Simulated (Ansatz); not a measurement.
## A series of runs on Cu2SnS3 (Imm2, 6 atoms in the cell)

```
Cu2SnS3
1.0
   -1.93636     5.74511     2.69006
    1.93636    -5.74511     2.69006
    1.93636     5.74511    -2.69006
Cu Sn S
2 1 3
Direct
  0.83834   0.00924   0.82910
  0.18014   0.00924   0.17090
  0.48029   0.98029   0.50000
  0.06052   0.73668   0.32384
  0.41284   0.73668   0.67616
  0.77786   0.77786   0.00000
```

Base run A: Ansatz (a first-principles code) with LDA (PW92), default PAW files made with PBE, self-consistent single point.

Its settings: kpoints.mp_grid.grid = 5 5 5; hamiltonian.xc = lda; hamiltonian.pseudopotentials = {kind: paw} (the program's default PAW files); scf.occupations.method = fermi_dirac; scf.occupations.width = 0.05 eV.

The starting cell comes from a database of computed structures (which also holds hypothetical and non-ambient phases and stackings), without a prior relaxation at this level. Spin polarisation is off. In the base run, with a pressure of about -4 GPa the cell is away from its equilibrium volume at this level. Ansatz's pressure includes its estimate of the finite-basis (Pulay) stress. The run gives no clean gap (levels at the Fermi energy touch, overlap or are partly filled at this smearing), which alone does not show that the compound is a metal.

ΔF is the free energy per atom less that of run A. 

```tsv
run	kpoints.mp_grid.grid, scf.occupations.width	ΔF (meV/atom)	pressure (GPa)	largest force (eV/Å)	TS (meV/atom)	k-points
A	5 5 5, 0.05 eV	0.00	-3.72	0.301	0.7	27
B	3 3 3, 0.03 eV	15.5	-3.37	0.328	1.1	8
C	3 3 3, 0.1 eV	12.0	-3.28	0.367	6.3	8
D	3 3 3, 0.3 eV	-18.2	-2.48	0.569	79.4	8
E	4 4 4, 0.03 eV	2.7	-3.67	0.296	0.4	18
F	4 4 4, 0.1 eV	0.89	-3.58	0.327	4.3	18
G	4 4 4, 0.3 eV	-26.6	-2.70	0.559	76.7	18
H	5 5 5, 0.03 eV	0.22	-3.73	0.294	0.2	27
I	5 5 5, 0.1 eV	-1.27	-3.65	0.324	3.8	27
J	5 5 5, 0.3 eV	-27.8	-2.75	0.560	75.7	27
K	6 6 6, 0.03 eV	-0.41	-3.73	0.308	0.2	46
L	6 6 6, 0.1 eV	-1.70	-3.67	0.323	3.4	46
M	6 6 6, 0.3 eV	-27.7	-2.76	0.561	75.5	46
```

Run D against A: The free energy goes down by 18.2 meV/atom, the pressure goes from -3.72 to -2.48 GPa and the largest force goes from 0.301 to 0.569 eV/Å.

Run C against A: The free energy rises by 12.0 meV/atom, the pressure goes from -3.72 to -3.28 GPa and the largest force goes from 0.301 to 0.367 eV/Å.

Keys are those of Ansatz 0.2.
